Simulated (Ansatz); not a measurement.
Start from WSi$_{2}$ (space group I4/mmm, No. 139; a = 3.2024 Å, c = 7.8177 Å; relaxed with 0.1 eV smearing). Axes: x, y, z lie along a, b, c of the conventional cell.

The values are results of PBEsol in Ansatz (plane waves to 420 eV, PAW, no spin-orbit coupling), not measurements.

Now apply this change: a pure shear with ε_xz = ε_zx = 0.0114, atoms relaxed at fixed cell.

**Question.** Predict the stress tensor and what it implies for the stiffness.

**Answer.** Stress of the strained cell less that of the base (GPa, compression positive):
```
    0.1     0.0    -4.8
    0.0     0.1     0.0
   -4.8     0.0     0.1
```

Then −Δσ/γ with γ = 2ε = 0.0228 gives relaxed-ion elastic constants: C55 ≈ 209 GPa.

As a check, the harmonic strain energy −½ V₀ Δσ:ε is 4.5 meV/atom; the computed energy rise is 4.5 meV/atom.

No phonon test of stability was made. The final runs are not spin-polarised.

Ansatz is a program for electronic structure.
